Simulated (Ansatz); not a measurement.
The parent structure is SrTiO3 in the cubic perovskite structure (space group Pm-3m, No. 221; a = 3.8542 Å).

Calculations: DFT with LDA, PAW potentials and a 420 eV plane-wave cutoff in Ansatz (an electronic-structure program), spin-orbit coupling left out.

Before the change:

The smallest direct gap comes out as 2.17 eV and the pressure comes out as 0.0 kbar.

Perturbation: an isotropic linear strain of +0.60 %; the atoms relax in the strained cell.

### Question
Predict the new smallest direct gap, energy relative to the base and pressure.

### Answer
The smallest direct gap falls by 0.018 eV to 2.16 eV; the energy grows by 2.3 meV/atom; the pressure goes from zero to -34.9 kbar.

Whether these cells are dynamically stable was not tested. The final runs are not spin-polarised. Many cubic perovskites are stable only at high temperature; tilts and polar distortions were not tested.
